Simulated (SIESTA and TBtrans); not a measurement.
Run with SIESTA and TBtrans (periodic supercell aligned to the leads; PseudoDojo norm-conserving potentials, scalar-relativistic): PAO.BasisSize DZP, PAO.EnergyShift 0.15 eV, XC.Authors PBE, Mesh.Cutoff 200 Ry, ElectronicTemperature 300 K, no spin polarisation.

Junction: C chain with one bond stretched by 0.3 Å. Leads: straight C chain, spacing 1.29 Å. Geometry: as built, not relaxed. Transport runs along z; the first 10 and the last 10 of the 32 atoms are the lead cells, repeated to infinity.

```xyz
32
Lattice="9.000 0.000 0.000 0.000 9.000 0.000 0.000 0.000 41.580" Properties=species:S:1:pos:R:3 pbc="F F T"
C      4.500     4.500     0.000
C      4.500     4.500     1.290
C      4.500     4.500     2.580
C      4.500     4.500     3.870
C      4.500     4.500     5.160
C      4.500     4.500     6.450
C      4.500     4.500     7.740
C      4.500     4.500     9.030
C      4.500     4.500    10.320
C      4.500     4.500    11.610
C      4.500     4.500    12.900
C      4.500     4.500    14.190
C      4.500     4.500    15.480
C      4.500     4.500    16.770
C      4.500     4.500    18.060
C      4.500     4.500    19.350
C      4.500     4.500    20.940
C      4.500     4.500    22.230
C      4.500     4.500    23.520
C      4.500     4.500    24.810
C      4.500     4.500    26.100
C      4.500     4.500    27.390
C      4.500     4.500    28.680
C      4.500     4.500    29.970
C      4.500     4.500    31.260
C      4.500     4.500    32.550
C      4.500     4.500    33.840
C      4.500     4.500    35.130
C      4.500     4.500    36.420
C      4.500     4.500    37.710
C      4.500     4.500    39.000
C      4.500     4.500    40.290
```

Give the largest eigenchannel transmissions at the Fermi level (four at most) and the total.

0.83, 0.83; total 1.66. The straight chain is held at its spacing; free chains may zigzag or dimerise. No spin-polarised start was tried, so a magnetic state, if there is one, is missed.
